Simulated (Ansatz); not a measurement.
An Ansatz (a quantum-chemistry and plane-wave program) input (PBEsol/PAW in Ansatz, spin-orbit coupling left out):

Ansatz 0.2 input:
```yaml
crystal:
  lattice:
    - [0, 2.8800144763, 2.8800144763]
    - [2.8800144763, 0, 2.8800144763]
    - [2.8800144763, 2.8800144763, 0]
  atoms:
    - { symbol: As, position: [0.25, 0.25, 0.25] }
    - { symbol: P, position: [0, 0, 0] }
basis: { ecutwfc: 420, ecutrho_ratio: 4, xc_grid: 2, fft_grid_basis: typed }
kpoints: { mp_grid: { grid: [14, 14, 14] } }
hamiltonian:
  xc: pbesol
  dispersion: none
  pseudopotentials: { kind: paw }
scf: { occupations: { method: fermi_dirac, width: 0.05 }, convergence: { dr2_threshold: 0.0000000002 } }
output: { forces: true, stress: true }
checkpoint: { write: state.ck, write_every: 1000 }
```

**Question.** Which symmetry and how many k-points will the program report, and about how many plane waves at Γ?

**Answer.** Space group F-43m (ITA 216) with 24 operations, k-points 104 of 2744, and 941 plane waves at Γ.

Stability against distortions was not tested. The final runs are not spin-polarised. The cell was made from AlAs by this change: Al → P; the result is a hypothetical phase, not in the database extracts checked.
